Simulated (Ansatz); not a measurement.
The cell is built on a prototype and need not be the phase stable at ambient conditions.

Given:

```yaml
crystal:
  lattice:
    - [3.25482, 0.00000, 0.00000]
    - [-1.62741, 2.81876, 0.00000]
    - [0.00000, 0.00000, 5.17224]
  atoms:
    - { symbol: Be, position: [0.00000, 0.00000, 0.00000] }
    - { symbol: Be, position: [0.00000, 0.00000, 0.50000] }
    - { symbol: S, position: [0.33333, 0.66667, 0.25000] }
    - { symbol: S, position: [0.66667, 0.33333, 0.75000] }
```

Space group of this cell: P6_3/mmc, NiAs type. The cell was relaxed by PBE-D3(BJ); by r2SCAN its mean pressure is 5.3 GPa.

Transport runs along the normal of the first two printed cell vectors.

The gap is the functional's own. No spin-orbit coupling. Mid-gap values are interpolated on the energy grid.

### Question
Compute, with r2SCAN (Ansatz, a program for electronic structure), the band gap and the smallest decay constant κ at mid-gap.

### Answer
Gap 1.74 eV on a 12×12×6 mesh; κ = 0.196 1/Å, at the zone centre.
